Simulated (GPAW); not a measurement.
Worked example: self-consistent single point of BeS (F-43m, 2 atoms in the cell) in GPAW.

Level of theory: PBE, GPAW PAW datasets PBE (gpaw-data 1.0.1) (plane waves; GPAW 25.7.0).

```
BeS
1.0
    0.00000     2.40081     2.40081
    2.40081     0.00000     2.40081
    2.40081     2.40081     0.00000
Be S
1 1
Direct
  0.00000   0.00000   0.00000
  0.75000   0.75000   0.75000
```

Reference input (self-consistent single point, DFT PBE, plane waves, GPAW PAW datasets PBE (gpaw-data 1.0.1)): mode = pw; ecut = 850 eV; xc = PBE; kpts = 6 6 6; mesh shift (steps) = 0 0 0; occupations.name = fixed-uniform; nbands = -4; convergence.forces = 0.001 eV/Å; convergence.bands = -2; symmetry.symmorphic = false; symmetry.tolerance = 0.0005; maxiter = 150. This run's input differs from it in these lines:

```diff
@@ -12,3 +12,3 @@
 
-calc = GPAW(mode={'name': 'pw', 'ecut': 850},
+calc = GPAW(mode={'name': 'pw', 'ecut': 425},
             xc='PBE',
```

Output (repeated stretches shortened):

```
     iter     time        total  log10-change:
                         energy   eigst   dens  force
iter:   1 --:--:--   -10.015882   +0.94
iter:   2 --:--:--   -10.006041   -0.25  -0.94
iter:   3 --:--:--    -9.922866   -0.73  -0.96
iter:   4 --:--:--    -9.914249   -1.46  -1.43
iter:   5 --:--:--    -9.894856   -1.58  -1.49
iter:   6 --:--:--    -9.890229   -2.23  -1.61
iter:   7 --:--:--    -9.888937   -2.73  -2.00
iter:   8 --:--:--    -9.888743c  -3.33  -2.41
iter:   9 --:--:--    -9.888742c  -3.73  -3.55
iter:  10 --:--:--    -9.888745c  -3.95  -3.55
iter:  11 --:--:--    -9.888744c  -4.32  -3.51
iter:  12 --:--:--    -9.888744c  -4.59  -3.74
iter:  13 --:--:--    -9.888744c  -4.80  -3.79
iter:  14 --:--:--    -9.888743c  -5.43  -3.82
iter:  15 --:--:--    -9.888743c  -5.66  -4.11c
iter:  16 --:--:--    -9.888743c  -5.90  -4.40c
iter:  17 --:--:--    -9.888743c  -6.83  -4.72c
iter:  18 --:--:--    -9.888743c  -6.89  -4.74c
iter:  19 --:--:--    -9.888743c  -7.44c -4.99c
iter:  20 --:--:--    -9.888743c  -7.94c -5.19c -15.93c
Converged after 20 iterations.

Dipole moment: (3.423946, 3.423946, 3.423946) |e|*Ang

Energy contributions relative to reference atoms: (reference = -11255.804871)

Kinetic:        +13.624860
Potential:      -12.196161
External:        +0.000000
XC:             -11.292430
Entropy (-ST):   +0.000000
Local:           -0.025012
SIC:             +0.000000
--------------------------
Free energy:     -9.888743
Extrapolated:    -9.888743

Showing only first 2 kpts
 Kpt  Band  Eigenvalues  Occupancy
  0     2      5.02678    2.00000
  0     3      5.02678    2.00000
  0     4     10.65420    0.00000
  0     5     10.65420    0.00000

  1     2      4.04785    2.00000
  1     3      4.04785    2.00000
  1     4      9.97754    0.00000
  1     5     12.28911    0.00000

Fermi level: 6.54317

Gap: 3.033 eV
Transition (v -> c):
   [... lines left out ...]
Direct/indirect transitions are different
Direct gap: 5.627 eV
Transition at: (s=0, k=0, n=3, [0.00, 0.00, 0.00])
Energy (eV): -9.888743

Forces in eV/Ang:
  0 Be    0.00000    0.00000    0.00000
  1 S     0.00000    0.00000    0.00000

Stress tensor:
    -0.033684     0.000000     0.000000
     0.000000    -0.033684     0.000000
     0.000000     0.000000    -0.033684
Stress (GPa, Voigt): [-5.3968 -5.3968 -5.3968  0.      0.      0.    ]
```

The run converged in 20 iterations. GPAW prints stress with tension positive. Against the reference run the free energy rises by 8.0 meV/atom, the pressure goes from 5.52 to 5.40 GPa and the gap on the mesh hardly changes (3.030 to 3.033 eV).

The starting cell comes from a database of computed structures (which also holds hypothetical and non-ambient phases and stackings), without a prior relaxation at this level. Its lattice was rescaled by a random factor within 2.5 % of one.
